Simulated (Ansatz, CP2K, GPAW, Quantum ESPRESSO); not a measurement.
## Code comparison for Ti3PO2 (P-3m1, 6 atoms in the cell)

Self-consistent single point, at a second geometry (lattice scaled by 0.98). First geometry:

```
CELL_PARAMETERS angstrom
      3.14386     0.00000     0.00000
     -1.57193     2.72266     0.00000
      0.00000     0.00000     7.95061
ATOMIC_POSITIONS crystal
  Ti 0.33333 0.66667 0.70676
  Ti 0.66667 0.33333 0.29324
  Ti 0.00000 0.00000 0.00000
  P  0.00000 0.00000 0.50000
  O  0.33333 0.66667 0.14226
  O  0.66667 0.33333 0.85774
```

Shared settings, as Ansatz (a quantum-chemistry and plane-wave program) writes them: kpoints.mp_grid.grid = 8 8 3; scf.occupations.method = gaussian; scf.occupations.width = 0.272 eV. Potentials and cutoffs stand in the table.

```csv
code,model,ΔF from the first geometry (meV/atom),pressure (GPa),largest force (eV/Å),cutoff
Ansatz,"PBEsol, PAW files made with PBE",15.5,10.34,0.332,default
Quantum ESPRESSO,"PBEsol, PseudoDojo standard norm-conserving (PBESOL) pseudopotentials",14.1,10.23,0.331,85 Ry
CP2K,"PBEsol, GPW, DZVP-MOLOPT-SR-GTH basis, GTH-PBE potentials (GTH_POTENTIALS)",20.8,12.04,0.333,grid 600 Ry
GPAW,"PBEsol, GPAW PAW datasets PBEsol (made by gpaw-setup)",21.4,–,0.300,950 eV
```

Size of the force on each atom (eV/Å): Sizes of forces hide their directions.

```tsv
code	Ti1	Ti2	Ti3	P4	O5	O6
Ansatz	0.332	0.332	0.000	0.000	0.060	0.060
Quantum ESPRESSO	0.331	0.331	0.000	0.000	0.052	0.052
CP2K	0.333	0.333	0.000	0.000	0.038	0.038
GPAW	0.300	0.300	0.000	0.000	0.067	0.067
```

A dash marks a value that a program does not give, or that is left out as unsure.

On Ansatz's run: spin polarisation is off; with an odd number of electrons in the cell that forces a metal, and a magnetic state may lie lower.

The spread over the programs that give each value: ΔF from the first geometry within 7.3 meV/atom; pressure within 1.81 GPa; largest force within 0.033 eV/Å.

CP2K uses small atom-centred bases, whose incompleteness enters pressures, forces and empty levels differently from a plane-wave cutoff. Ansatz's pressure is given at a fixed set of plane waves, as the other plane-wave codes print theirs; with its correction for the finite basis it is 10.64 GPa (the shift of 0.30 GPa shows how far the cutoff is from converged). The pressure of GPAW is left out: its cutoff lies under the one at which its stress was checked. In the pressure, CP2K (by 1.76) lies more than 1 GPa from the median of the plane-wave programs.

The starting cell comes from a database of computed structures (which also holds hypothetical and non-ambient phases and stackings), without a prior relaxation at this level. Its lattice was rescaled by a random factor within 2.5 % of one. For this run, on top of that: lattice scaled by 0.98.

Left out of this page: Elk (not drawn, or without a comparable value).

Keys are those of Ansatz 0.2.
